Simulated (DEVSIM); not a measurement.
Device: Schottky contact on p-type GaP, at 350 K.

Layer 1 from the left is GaP, thickness (μm) 5.40, Na (cm⁻³) 8.9e15, τn (s) 9.4e-7, τp (s) 9.4e-7. Layer 2 from the left is GaP, thickness (μm) 14.0, Na (cm⁻³) 1.4e18, τn (s) 9.4e-7, τp (s) 9.4e-7.

Left contact: Schottky, work function 4.5 eV, emission velocity 2.4e6 cm/s. Right contact: ohmic. Voltage is applied to the left contact. Recombination: SRH at mid-gap, radiative, Auger. Mobility is constant in doping.

The device is made up for the run: typed textbook-type constants, with dimensions and the other settings drawn at random. Values at 300 K; Nc and Nv go as T^1.5, mobilities as T to minus their exponent, the gap by Varshni's rule with the affinity fixed.

GaP: gap (eV) 2.26, affinity (eV) 3.8, permittivity 11.1, Nc (cm⁻³) 1.8e19, Nv (cm⁻³) 1.9e19, μn (cm²/Vs) 250, μp (cm²/Vs) 150, T exponent of μn 1.6, T exponent of μp 1.98, B (cm³/s) 1e-13, Cn (cm⁶/s) 1e-30, Cp (cm⁶/s) 1e-30, Varshni α (eV/K) 0.00058, Varshni β (K) 372.

Model (solved in DEVSIM): 1D drift-diffusion, Boltzmann statistics, complete ionisation; no tunnelling, impact ionisation, image-force lowering or self-heating. Metal contacts follow the ideal Schottky-Mott rule: no Fermi-level pinning, no interface dipoles.

Dark forward current:

```tsv
|V| (V)	|J| (A/cm²)
0.20	3.504e-13
0.25	1.804e-12
0.30	9.343e-12
0.35	4.851e-11
0.40	2.520e-10
0.45	1.309e-9
0.50	6.799e-9
0.55	3.527e-8
0.60	1.828e-7
0.65	9.460e-7
0.70	4.888e-6
0.75	2.520e-5
0.80	0.0001296
0.85	0.0006644
0.90	0.003390
0.95	0.01717
1.00	0.08569
1.05	0.4103
1.10	1.729
1.15	5.486
1.20	12.33
1.25	21.52
1.30	32.17
1.35	43.73
1.40	55.89
1.45	68.46
```

Q: Work out the local ideality factor n = ΔV / (kT/q · ln(J2/J1)) between the rows 0.20 and 0.25 V, 0.35 and 0.40 V, 1.40 and 1.45 V.

A: kT/q = 30.16 mV. From 0.20 to 0.25 V: ln(1.804e-12/3.504e-13) = 1.639, n = 1.01, near the 1 of diffusion or emission over a barrier. From 0.35 to 0.40 V: ln(2.520e-10/4.851e-11) = 1.648, n = 1.01, near the 1 of diffusion or emission over a barrier. From 1.40 to 1.45 V: ln(68.46/55.89) = 0.203, n = 8.17; the layers' resistance at their doping, Σ W/(qμN) = 0.0035 Ω cm², would take 44 mV of this step of 50 mV.

Q: Estimate the current at 0.60 V for emission alone, J0 = q v N_band exp(−φB/kT), and read the barrier back from the simulated current.

A: φB = 1.539 eV, N_band = 2.39e19 cm⁻³, J0 = 6.30e-16 A/cm²; J = J0 (exp(qV/kT) − 1) = 2.75e-7 A/cm². The simulation gives 1.83e-7 A/cm²; the estimate lies 50 % above. Read backwards, the simulated current gives an apparent barrier of 1.552 eV. The estimate leaves out transport through the depletion region and minority injection.
